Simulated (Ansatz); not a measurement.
Consider BN in the zinc blende structure (space group F-43m, No. 216).

```xyz
2
Lattice="0.0000 1.8120 1.8120 1.8120 0.0000 1.8120 1.8120 1.8120 0.0000" Properties=species:S:1:pos:R:3 pbc="T T T"
N      2.7181     2.7181     2.7181
B      0.0000     0.0000     0.0000
```

Level of theory: DFT with PBE, PAW potentials and a 420 eV plane-wave cutoff in Ansatz (a first-principles code), spin-orbit coupling left out, earlier PAW set.

Before the change:

| Property | Value |
|---|---|
| Smallest direct gap | 8.79 eV |
| Electron mass | 0.91 mₑ along k, 0.30 mₑ across (at X) |
| Gap character | indirect, Γ → X |

Perturbation: a hydrostatic pressure of 1.5 GPa.

How does this affect the smallest direct gap, electron mass and gap character?

The smallest direct gap goes up by 0.02 eV to 8.81 eV; the electron mass remains 0.91 mₑ along k, 0.30 mₑ across (at X); the gap character is still indirect, Γ → X.

Load acts through the strain it causes; cell and atoms are relaxed under it. Masses are band curvatures over ±0.01 Å⁻¹ around the edge. Along k means along the line from Γ to the band edge. Whether these cells are dynamically stable was not tested.
